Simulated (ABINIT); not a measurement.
**Worked example: self-consistent single point of LiZn (Fd-3m, 4 atoms in the cell) in ABINIT**

Method of the run: PBEsol, PAW (JTH v2.0 PBE PAW, files made for PBE) (plane waves; ABINIT).

Input:

```
# LiZn, JTH v2.0 PBE PAW
pp_dirpath "./"
pseudos "Li.GGA_PBE-JTH.xml, Zn.GGA_PBE-JTH.xml"
acell 3*1.0 Angstrom
rprim
        -0.0000000000    3.0318250000    3.0318250000
         3.0318250000   -0.0000000000    3.0318250000
         3.0318250000    3.0318250000   -0.0000000000
natom 4
ntypat 2
znucl 3 30
typat 1 1 2 2
xred
         0.2500000000    0.2500000000    0.2500000000
         0.0000000000    0.0000000000    0.0000000000
         0.7500000000    0.7500000000    0.7500000000
         0.5000000000    0.5000000000    0.5000000000
ecut 60 Ry
pawecutdg 120 Ry
pawxcdev 0
ixc -116133
occopt 7
tsmear 0.00183747
nband 21
kptopt 1
ngkpt 8 8 8
nshiftk 1
shiftk 0 0 0
nstep 50
tolvrs 1.0e-11
prtwf 0
prtden 0
prtvol 1
```

Output (repeated stretches shortened):

```
 Symmetries : space group Fd -3 m (#227); Bravais cF (face-center cubic)

 -outvars: echo values of preprocessed input variables --------
            acell      1.8897261329E+00  1.8897261329E+00  1.8897261329E+00 Bohr
             ecut      3.00000000E+01 Hartree
              ixc     -116133
         kptrlatt        8    0    0      0    8    0      0    0    8
          kptrlen      6.48198443E+01
            natom           4
            nband          21
            ngfft          40      40      40
          ngfftdg          60      60      60
             nkpt          29
            nstep          50
             nsym          48
           ntypat           2
           occopt           7
        pawecutdg      6.00000000E+01 Hartree
         pawxcdev           0
            rprim     -0.0000000000E+00  3.0318250000E+00  3.0318250000E+00
                       3.0318250000E+00 -0.0000000000E+00  3.0318250000E+00
                       3.0318250000E+00  3.0318250000E+00 -0.0000000000E+00
          spgroup         227
           tolvrs      1.00000000E-11
           tsmear      1.83747000E-03 Hartree
            typat      1  1  2  2
           useylm           1
             xred      2.5000000000E-01  2.5000000000E-01  2.5000000000E-01
                       0.0000000000E+00  0.0000000000E+00  0.0000000000E+00
                       7.5000000000E-01  7.5000000000E-01  7.5000000000E-01
                       5.0000000000E-01  5.0000000000E-01  5.0000000000E-01
            znucl        3.00000   30.00000

== DATASET  1 ==================================================================

 Real(R)+Recip(G) space primitive vectors, cartesian coordinates (Bohr,Bohr^-1):
 R(1)=  0.0000000  5.7293189  5.7293189  G(1)= -0.0872704  0.0872704  0.0872704
 R(2)=  5.7293189  0.0000000  5.7293189  G(2)=  0.0872704 -0.0872704  0.0872704
 R(3)=  5.7293189  5.7293189  0.0000000  G(3)=  0.0872704  0.0872704 -0.0872704
 Unit cell volume ucvol=  3.7613088E+02 bohr^3
 Angles (23,13,12)=  6.00000000E+01  6.00000000E+01  6.00000000E+01 degrees

 Coarse grid specifications (used for wave-functions):

 getcut: wavevector=  0.0000  0.0000  0.0000  ngfft=  40  40  40
         ecut(hartree)=     30.000   => boxcut(ratio)=   2.00224

 Fine grid specifications (used for densities):

 getcut: wavevector=  0.0000  0.0000  0.0000  ngfft=  60  60  60
         ecut(hartree)=     60.000   => boxcut(ratio)=   2.12370

   8.38130417E+02                                ecore*ucvol(ha*bohr**3)

_setup2: Arith. and geom. avg. npw (full set) are    2951.869    2951.843

--- !BeginCycle
solver: {iscf: 17, nstep: 50, nline: 4, wfoptalg: 10, }
tolerances: {tolvrs: 1.00E-11, }
...

     iter   Etot(hartree)      deltaE(h)  residm     nres2
 ETOT  1  -141.83795185676    -1.418E+02 1.014E+01 2.240E+01
 ETOT  2  -143.54499137675    -1.707E+00 5.960E-01 1.948E+00
 ETOT  3  -143.55217055997    -7.179E-03 8.736E-02 7.113E-01
 ETOT  4  -143.55247082235    -3.003E-04 6.921E-02 4.671E-01
 ETOT  5  -143.55221417121     2.567E-04 4.550E-02 2.213E-02
 ETOT  6  -143.55218760833     2.656E-05 4.831E-03 4.657E-03
   [... 8 lines left out ...]
 ETOT 15  -143.55218389734    -6.682E-11 4.001E-04 1.549E-09
 ETOT 16  -143.55218389735    -6.025E-12 1.065E-03 2.858E-10
 ETOT 17  -143.55218389735    -1.023E-12 2.997E-04 7.383E-11
 ETOT 18  -143.55218389735     1.137E-12 7.556E-04 8.535E-11
 ETOT 19  -143.55218389735    -7.674E-13 2.109E-04 5.015E-12

 At SCF step   19       nres2   =  5.02E-12 < tolvrs=  1.00E-11 =>converged.

 Cartesian components of stress tensor (hartree/bohr^3)
  sigma(1 1)=  1.35673591E-05  sigma(3 2)=  0.00000000E+00
  sigma(2 2)=  1.35673591E-05  sigma(3 1)=  0.00000000E+00
  sigma(3 3)=  1.35673591E-05  sigma(2 1)=  0.00000000E+00

 ----iterations are completed or convergence reached----

 reduced coordinates (array xred) for    4 atoms
       0.250000000000      0.250000000000      0.250000000000
       0.000000000000      0.000000000000      0.000000000000
       0.750000000000      0.750000000000      0.750000000000
       0.500000000000      0.500000000000      0.500000000000
 cartesian forces (eV/Angstrom) at end:
    1      0.00000000000000     0.00000000000000    -0.00000000000000
    2      0.00000000000000     0.00000000000000    -0.00000000000000
    3     -0.00000000000000    -0.00000000000000     0.00000000000000
    4      0.00000000000000     0.00000000000000    -0.00000000000000
 frms,max,avg= 2.5548554E-30 4.4251393E-30   0.000E+00  0.000E+00  0.000E+00 e/A
 length scales=  1.889726132886  1.889726132886  1.889726132886 bohr
              =  1.000000000000  1.000000000000  1.000000000000 angstroms
 Fermi (or HOMO) energy (hartree) =   0.20737   Average Vxc (hartree)=  -0.34867
 Eigenvalues (hartree) for nkpt=  29  k points:
 kpt#   1, nband= 21, wtk=  0.00195, kpt=  0.0000  0.0000  0.0000 (reduced coord)
  -1.45187   -1.44940   -0.07988   -0.05937   -0.05937   -0.05937   -0.05865   -0.05865
  -0.04311   -0.04311   -0.04311   -0.03502   -0.03502    0.34099    0.34099    0.34099
   0.34550    0.34550    0.34550    0.41237    0.44232
      occupation numbers for kpt#   1
   2.00000    2.00000    2.00000    2.00000    2.00000    2.00000    2.00000    2.00000
   2.00000    2.00000    2.00000    2.00000    2.00000    0.00000    0.00000    0.00000
   0.00000    0.00000    0.00000    0.00000    0.00000
 prteigrs : prtvol=0 or 1, do not print more k-points.

--- !EnergyTerms
comment             : Components of total free energy in Hartree
kinetic             :  1.62420974265617E+01
hartree             :  3.85463881002750E+01
xc                  : -4.81540534782537E+00
Ewald energy        : -8.38127768381489E+01
psp_core            :  2.22829461392264E+00
local_psp           : -1.36023460506444E+02
spherical_terms     :  2.40826895896788E+01
internal            : -1.43552172961980E+02
'-kT*entropy'       : -1.11128613691117E-05
total_energy        : -1.43552184074842E+02
total_energy_eV     : -3.90625358480189E+03
...

-Cartesian components of stress tensor (GPa)         [Pressure= -3.9917E-01 GPa]
- sigma(1 1)=  3.99165420E-01  sigma(3 2)=  0.00000000E+00
- sigma(2 2)=  3.99165420E-01  sigma(3 1)=  0.00000000E+00
- sigma(3 3)=  3.99165420E-01  sigma(2 1)=  0.00000000E+00

 Calculation completed.
```

The run converged in 19 iterations.

The starting cell comes from a database of computed structures (which also holds hypothetical and non-ambient phases and stackings), without a prior relaxation at this level. The potentials were made for another functional than the one used.

Cost on one core of a shared machine: roughly 2 min.
